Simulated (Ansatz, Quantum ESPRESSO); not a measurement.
## MgB₂ (P6/mmm, 3 atoms in the cell) computed with different codes at matched settings

Zone-centre phonon calculation.

```
CELL_PARAMETERS angstrom
      1.54500    -2.67602     0.00000
      1.54500     2.67602     0.00000
      0.00000     0.00000     3.52000
ATOMIC_POSITIONS crystal
  Mg 0.00000 0.00000 0.00000
  B  0.33333 0.66667 0.50000
  B  0.66667 0.33333 0.50000
```

Shared settings, as Ansatz (a quantum-chemistry and plane-wave program) writes them: kpoints.mp_grid.grid = 12 12 9; scf.occupations.method = fermi_dirac; scf.occupations.width = 0.05 eV. Potentials and cutoffs stand in the table.

```
code                                                          model  highest zone-centre frequency (cm⁻¹)   cutoff
----------------  -------------------------------------------------  ------------------------------------  -------
Quantum ESPRESSO  PBE, SSSP 1.1.2 efficiency (PBE) pseudopotentials                                   685    40 Ry
Ansatz                                       PBE, default PAW files                                   684  default
```

The spread over the programs that give each value: highest zone-centre frequency within 1.0 cm⁻¹.

The starting cell has typed, rounded lattice constants, without a prior relaxation at this level.

Keys are those of Ansatz 0.2.
